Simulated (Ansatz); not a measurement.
Consider Nb in the bcc (W type) structure (space group Im-3m, No. 229; a = 3.273 Å; relaxed with 0.1 eV smearing). Axes: x, y, z lie along the cube axes.

Calculations: Kohn–Sham DFT with the PBEsol functional, run in Ansatz (a program for electronic structure) with PAW and 420 eV plane waves, scalar-relativistic without spin-orbit coupling.

Perturbation: every lattice vector is shortened by 3.00 %, atoms relaxed at fixed cell.

Q: Predict the stress tensor and what it implies for the stiffness.

A: Stress of the strained cell less that of the base (GPa, compression positive):
```
   19.5     0.0     0.0
    0.0    19.5     0.0
    0.0     0.0    19.5
```

Then B = −ΔP/(ΔV/V₀) with ΔV/V₀ = -0.0873 gives secant stiffness values (nonlinear terms included at this strain): B ≈ 224 GPa.

As a check, the harmonic strain energy −½ V₀ Δσ:ε is 96 meV/atom; the computed energy rise is 87 meV/atom.

Stability against distortions was not tested. All final runs are without spin polarisation.
